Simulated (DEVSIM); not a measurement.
## Schottky contact on p-type GaP

System: Schottky contact on p-type GaP, at 250 K.

```csv
layer (left to right),material,thickness (μm),Na (cm⁻³),τn (s),τp (s)
1,GaP,0.350,2.4e17,2.5e-6,2.5e-6
```

Left contact: Schottky, work function 4.38 eV, emission velocity 1.9e6 cm/s. Right contact: ohmic. Voltage is applied to the left contact. Recombination: SRH at mid-gap, Auger. Mobility is μmin + (μ − μmin)/(1 + (N/Nref)^α).

This is a model device: material constants are rounded textbook-type values typed into the input, and sizes, dopings and lifetimes were drawn at random. Values at 300 K; Nc and Nv go as T^1.5, mobilities as T to minus their exponent, the gap by Varshni's rule with the affinity fixed.

| parameter | GaP |
|---|---|
| gap (eV) | 2.26 |
| affinity (eV) | 3.8 |
| permittivity | 11.1 |
| Nc (cm⁻³) | 1.8e19 |
| Nv (cm⁻³) | 1.9e19 |
| μn (cm²/Vs) | 250 |
| μp (cm²/Vs) | 150 |
| μn,min | 10 |
| μp,min | 10 |
| Nref,n | 4.4e18 |
| Nref,p | 1e18 |
| αn | 0.8 |
| αp | 0.85 |
| T exponent of μn | 1.6 |
| T exponent of μp | 1.98 |
| Cn (cm⁶/s) | 1e-30 |
| Cp (cm⁶/s) | 1e-30 |
| Varshni α (eV/K) | 0.00058 |
| Varshni β (K) | 372 |

DEVSIM, 1D drift-diffusion, Boltzmann statistics, complete ionisation; no tunnelling, impact ionisation, image-force lowering or self-heating. Metal contacts follow the ideal Schottky-Mott rule: no Fermi-level pinning, no interface dipoles.

```
Property                                             Value
---------------------------------------------  -----------
Potential step across the device at zero bias      1.611 V
Largest field in the device at zero bias       350000 V/cm
Dark forward voltage at 1 A/cm²                    1.372 V
Dark forward voltage at 100 A/cm²                  1.473 V
```

Dark forward current:

(V (V), J (A/cm²)): (-0.70, -3.0e-14); (-0.75, -3.1e-13); (-0.80, -3.1e-12); (-0.85, -3.2e-11); (-0.90, -3.2e-10); (-0.95, -3.3e-9); (-1.00, -3.3e-8); (-1.05, -3.4e-7); (-1.10, -3.4e-6); (-1.15, -3.5e-5); (-1.20, -0.00035); (-1.25, -0.0036); (-1.30, -0.036); (-1.35, -0.37); (-1.40, -3.7); (-1.45, -37); (-1.50, -340); (-1.55, -2100)

Small-signal capacitance in reverse bias (quasi-static):

| V (V) | C (nF/cm²) |
|---|---|
| 0.1 | 106 |
| 0.25 | 101 |
| 0.5 | 95.1 |
| 0.75 | 89.9 |
| 1 | 85.4 |
| 1.5 | 78.2 |
| 2 | 72.6 |
| 2.5 | 68.0 |
| 3.25 | 62.5 |
| 4 | 58.1 |
| 5 | 53.6 |
